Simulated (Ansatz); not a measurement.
**Habitual settings against a tight run: Ba2ScO3F (I4mm, 7 atoms in the cell)**

Self-consistent single point.

```xyz
7
Lattice="-2.1116 2.1116 6.9058 2.1116 -2.1116 6.9058 2.1116 2.1116 -6.9058" Properties=species:S:1:pos:R:3 pbc="T T T"
Ba     0.0000     0.0000     8.7924
Ba     0.0000     0.0000     4.9908
Sc     0.0000     0.0000    13.6375
O      2.1116     0.0000     0.0826
O      0.0000     2.1116     0.0826
O      0.0000     0.0000    11.5764
F      0.0000     0.0000     2.2724
```

Method: LDA (PW92), default PAW files made with PBE (plane waves; Ansatz, a program for electronic structure).

Base settings: basis.ecutwfc = 420 eV; kpoints.mp_grid.grid = 8 8 8; kpoints.mp_grid.shift = 0.5 0.5 0.5; hamiltonian.xc = lda; hamiltonian.pseudopotentials = {kind: paw} (the program's default PAW files); scf.occupations.method = fixed.

Tight run (finer mesh or higher cutoff; not a proven limit): basis.ecutwfc: 420 eV → 590 eV; kpoints.mp_grid.grid: 8 8 8 → 11 11 11; scf.convergence.dr2_threshold: default (1e-07 eV) → 1e-09 eV. It gave top of the valence band (on the code's own zero) 7.49 eV; gap on the k-point mesh 3.43 eV; pressure -10.31 GPa; largest force (vector length) 0.511 eV/Å.

Quick runs, as changes from the base:
- A: the base itself
- B: basis.ecutwfc: 420 eV → 250 eV; kpoints.mp_grid.grid: 8 8 8 → 3 3 3; scf.occupations.method: fixed → gaussian; scf.occupations.width: default → 0.272 eV
- C: basis.ecutwfc: 420 eV → 295 eV; hamiltonian.xc: lda → pbesol; scf.convergence.dr2_threshold: default (1e-07 eV) → 0.0001 eV [PBEsol]
- D: basis.ecutwfc: 420 eV → 210 eV; kpoints.mp_grid.grid: 8 8 8 → 2 2 2; scf.occupations.method: fixed → cold; scf.occupations.width: default → 0.272 eV; scf.convergence.dr2_threshold: default (1e-07 eV) → 0.0001 eV
- E: basis.ecutwfc: 420 eV → 210 eV; hamiltonian.xc: lda → pbesol; scf.occupations.method: fixed → fermi_dirac; scf.occupations.width: default → 0.5 eV; scf.convergence.dr2_threshold: default (1e-07 eV) → 0.0001 eV [PBEsol]
- F: basis.ecutwfc: 420 eV → 335 eV; kpoints.mp_grid.grid: 8 8 8 → 2 2 2; scf.convergence.dr2_threshold: default (1e-07 eV) → 0.001 eV

Energies are extrapolated to zero smearing width, which holds to low order in the width alone.

Dashes: energy of C, E, another energy zero.

Gaps are read on each run's own mesh, which may miss the band edges.

† marks runs with another functional, U, potentials or spin treatment: their distance from the tight run is not a convergence error alone.

The count of work is k-points × plane waves × bands × iterations; it is no time. 

Pressures in the table are Ansatz's without its Pulay estimate, at a fixed set of plane waves; the tight run's value above holds the estimate.

The starting cell comes from a database of computed structures (which also holds hypothetical and non-ambient phases and stackings), without a prior relaxation at this level. Its lattice was rescaled by a random factor within 2.5 % of one. In the base run, with a pressure of about -10 GPa the cell is away from its equilibrium volume at this level. The shifted mesh does not hold Γ, so a gap read on it misses any band edge there.

```
run  energy less tight (meV/atom)  pressure less tight (GPa)  largest miss in a force vector (eV/Å)  gap on the mesh less tight (eV)  count of work / tight
---  ----------------------------  -------------------------  -------------------------------------  -------------------------------  ---------------------
A                             4.9                      -0.55                                  0.001                           -0.004                   0.24
B                          1356.2                     -55.78                                  0.298                            0.076                  0.012
C†                              –                     -15.93                                  0.188                            0.046                  0.095
D                          3850.7                    -122.55                                  0.896                            0.392                 0.0035
E†                              –                    -114.70                                  0.390                            0.210                  0.076
F                           124.7                      -7.16                                  0.572                            0.241                 0.0061
```

Among the runs at the tight run's level, the energy misses run from 4.9 to 3850.7 meV/atom.

Left out of this page: 2 runs of the series outside the window shown, repeating another row's setting, or not comparable.

Keys are those of Ansatz 0.2.
